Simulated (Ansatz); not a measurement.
Abridged Ansatz (a program for electronic structure) output:

```
Relaxation: its limit of steps is 50 (relax.max_steps)
Pseudopotential: Cs, paw, valence charge 9
Pseudopotential: Pb, paw, valence charge 14
Pseudopotential: Br, paw, valence charge 7
Crystal: 5 atoms, lattice volume = 188.685 Å³
Basis set: ecut = 420 eV, 3743 PW (Γ), exchange–correlation on 80×80×80 points (8 copies of the dense FFT grid, shifted against one another)
Bands: 27, of which v1, the nominal top of the filled ones, is band 22 counted from 1 (21 counted from 0)
Symmetry: 48 space group operations
k-points: 20 of 216
Functional: x = slater, c = lda
SCF iter   1: F=—  HF=-25194.953469 eV  |F-HF|=—  |Δ(HF+E_count)|=         —  Δρ=3.86e-3  dr2=1.92e-2  ethr=1.77e-3  ⟨swp⟩=7.8  Hψ=2967  notcnv=0
SCF iter   2: F=—  HF=-25194.949585 eV  |F-HF|=—  |Δ(HF+E_count)|=   3.88e-3  Δρ=1.99e-3  dr2=5.39e-3  ethr=4.36e-5  ⟨swp⟩=2.4  Hψ=1108  notcnv=0  defer=1
SCF 1 converged in 8 iterations: F = -25194.948398 eV  dr2 = 3.97e-11
relax step   1: F+E_penalty+E_count = -25194.94839806 eV  Δ(F+E_penalty+E_count) = +0.000e0 eV  max|allowed force component| = 1.102e-28 eV/Å  Δτ_max = 0.0000 Å  (8 SCF iters, accepted)
SCF converged after 8 iterations
Free energy (F): -25194.948398 eV
Internal energy: -25194.948398 eV  (E = F + TS)
E sigma→0 (E₀):  -25194.948398 eV
Entropy (-TS):   -0.000000 eV (-0.000 meV/atom)
Fermi energy:    5.020206 eV
--- Forces (eV/Å), atoms counted from 1 ---
  atom   1  Cs     0.00000000     0.00000000    -0.00000000
  atom   2  Pb     0.00000000     0.00000000    -0.00000000
  atom   3  Br    -0.00000000     0.00000000     0.00000000
  atom   4  Br     0.00000000     0.00000000    -0.00000000
  atom   5  Br    -0.00000000    -0.00000000     0.00000000
--- Stress (GPa, compression-positive) ---
        0.479966       0.000000       0.000000
        0.000000       0.479966       0.000000
       -0.000000       0.000000       0.479966
  P = ⅓ Tr σ = 0.4800 GPa (4.800 kbar)
--- Relaxed structure (1 steps of the walk, 1 accepted, 0 SCFs on fresh bases) ---
  atoms:
    - { symbol: Cs, position: [0.0, 0.0, 0.0] }
    - { symbol: Pb, position: [0.49999999999999994, 0.49999999999999994, 0.49999999999999994] }
    - { symbol: Br, position: [0.49999999999999994, 0.0, 0.49999999999999994] }
    - { symbol: Br, position: [0.0, 0.49999999999999994, 0.49999999999999994] }
    - { symbol: Br, position: [0.49999999999999994, 0.49999999999999994, 0.0] }
```

What was computed, and what are the main results?

CsPbBr3, 5 atoms in the cell, with LDA (Ansatz; PAW; 420 eV plane waves; without spin-orbit coupling). The last SCF converged to F = -25194.948398 eV, or -5038.9897 eV per atom, at a pressure of 0.48 GPa. The total energy compares only with runs of the same code, potentials and settings.

Spin-orbit coupling, missing from the scalar runs, can matter with Pb. The cells carry an imposed strain or load. Whether these cells are dynamically stable was not tested. The cell was made from CsPbBr$_{3}$ in the cubic perovskite structure (space group Pm-3m, No. 221) by this change: isotropic strain −0.60 %. Many cubic perovskites are stable only at high temperature; tilts and polar distortions were not tested. This is not the structure that CsPbBr3 has at room temperature and ambient pressure.

Keys are those of Ansatz 0.2.
